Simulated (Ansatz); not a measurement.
Consider Sc in the hcp (Mg type) structure (space group P6_3/mmc, No. 194; a = 3.318 Å, c = 5.186 Å; relaxed with 0.1 eV smearing). Axes: x lies along a and z along c of the hexagonal cell.

Method: PBE (Ansatz, an electronic-structure program; PAW; 420 eV plane waves; scalar-relativistic without spin-orbit coupling).

Base values:

| Property | Value |
|---|---|
| Pressure | 0.0 GPa |
| Volume per atom | 24.72 Å³ |

Modification: biaxial strain +2.50 %, plane normal [001], relaxed out of plane (Cartesian); in-plane vectors clamped, the third vector and the atoms free.

**Question.** Estimate the effect on the pressure and volume per atom.

**Answer.** The pressure (mean of the normal stresses, compression positive) goes from zero to -1.8 GPa; the volume per atom goes up by 0.90 Å³ to 25.62 Å³.

Whether these cells are dynamically stable was not tested. The final runs are not spin-polarised.
